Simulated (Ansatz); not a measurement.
1T (CdI2-type) PtTe2 was calculated with PBEsol (plane waves, PAW; Ansatz, a first-principles code).

Rigid layers of the crystal as relaxed at this level are moved apart or together:

```
run   k mesh  layer repeat (Å)  energy against free layers (meV/Å²)  gap on the mesh (eV)
---  -------  ----------------  -----------------------------------  --------------------
1    12×12×8              4.92                               -19.05                 0.000
2    12×12×8              5.07                               -21.59                 0.000
3    12×12×8              5.22                               -21.54                 0.000
4    12×12×6              5.42                               -19.01                 0.000
5    12×12×6              5.72                               -14.20                 0.000
6    12×12×6              6.22                                -6.93                 0.000
7    12×12×6              7.22                                -1.59                 0.282
8    12×12×4              9.22                                -0.04                 0.821
```

The lowest energy of these points lies at a layer repeat of 5.07 Å.

Spin–orbit coupling is not included.

Note: the cell comes from a level without a dispersion term, which matters for the spacing of layers, chains or molecules.
